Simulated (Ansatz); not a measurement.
Reference: MgSe (Fm-3m), r2SCAN with spin-orbit coupling, rigid bands (plane waves, PAW; Ansatz, a first-principles code); axes and stresses refer to this cell.

```
MgSe
1.0
    0.00000     2.73608     2.73608
    2.73608     0.00000     2.73608
    2.73608     2.73608     0.00000
Mg Se
1 1
Direct
  0.00000   0.00000   0.00000
  0.50000   0.50000   0.50000
```

The hole conductivity mass is 0.97 mₑ and the Seebeck coefficient, n-type 1e19 cm⁻³ is -246 μV/K. The Seebeck coefficient, p-type 1e19 cm⁻³ comes out as 362 μV/K.

| Change | hole conductivity mass | Seebeck coefficient, n-type 1e19 cm⁻³ | Seebeck coefficient, p-type 1e19 cm⁻³ |
|---|---|---|---|
| uniaxial stress along [110] of -1 GPa (compression positive) | 0.83 mₑ | -238 μV/K | 335 μV/K |
| uniaxial stress along [110] of 1 GPa (compression positive) | 0.88 mₑ | [?] | 336 μV/K |
| uniaxial stress along [111] of -1 GPa (compression positive) | [?] | -246 μV/K | 334 μV/K |
| uniaxial stress along [111] of 1 GPa (compression positive) | 0.79 mₑ | -246 μV/K | 327 μV/K |
| uniaxial stress zz = 1 GPa (compression positive) | 0.98 mₑ | [?] | [?] |

Question: Some entries are withheld; supply them.

Answer: 
- uniaxial stress along [110] of 1 GPa (compression positive), Seebeck coefficient, n-type 1e19 cm⁻³: -242 μV/K
- uniaxial stress along [111] of -1 GPa (compression positive), hole conductivity mass: 0.88 mₑ
- uniaxial stress zz = 1 GPa (compression positive), Seebeck coefficient, n-type 1e19 cm⁻³: -224 μV/K
- uniaxial stress zz = 1 GPa (compression positive), Seebeck coefficient, p-type 1e19 cm⁻³: 353 μV/K

Masses are for dilute carriers at 300 K, harmonic means over directions unless an axis is named. Seebeck coefficients are for the stated density at 300 K, with one relaxation time for all states and whether or not that doping can be reached. Stresses and pressures are the targets of the relaxation.  The structure type is held under load, also where the real crystal would transform.
